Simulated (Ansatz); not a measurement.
KCl: energy against strain

KCl (rock salt, Fm-3m, 30.411 Å³/atom at rest) under an equal strain ε in the (001) plane with the normal axis free, as in a coherent film. PBEsol in Ansatz, a plane-wave DFT program (PAW, default set), 420 eV, 9×9×9 Γ-centred mesh, Fermi-Dirac smearing 0.05 eV; ions are relaxed within the symmetry of each cell.

Here s stands for strain and y for E less E0.

```csv
strain (%),E less E0 (meV/atom)
-1.50,2.22
-1.00,0.97
-0.50,0.25
0.00,0.00
0.50,0.21
1.00,0.83
1.50,1.85
3.00,?
```

Task: Using a parabola, estimate the missing y at s = 3.00 from the other rows, showing the fit.

Result: Least squares gives y = 0.001 - 0.1021·s + 0.9033·s². Residuals (row less fit): 0.033, -0.036, -0.028, -0.001, 0.034, 0.028, -0.030; standard error 0.039 (degrees of freedom: 4). Twice the quadratic coefficient over the volume, 2 × 0.9033 meV × 10⁴ × 0.1602 / 30.411 Å³, is twice the biaxial elastic modulus of this plane = 95 ± 1.8 GPa. At the withheld row, y = 0.001 - 0.1021 × 3.0 + 0.9033 × 3.0² = 7.824 meV/atom. The calculation gives 6.99 meV/atom, 0.834 meV/atom below the prediction (11.9 % of the range of y in the table). The row lies outside the fitted rows, so this is an extrapolation. From the scatter of the fitted rows alone, a prediction at this place has a standard error of 0.149 meV/atom, so the miss is 5.6 times that.

One order more, fitted to all 13 runs of the series, follows each within 0.01, so the miss is the next term of a smooth law. Rows are the converged runs of the series near zero and its far end; series whose fitted rows scatter by over a few per cent of the range, as at a crossing or softening among them, aren't shown in this form. Most that stay on the fit to the last digits aren't either.
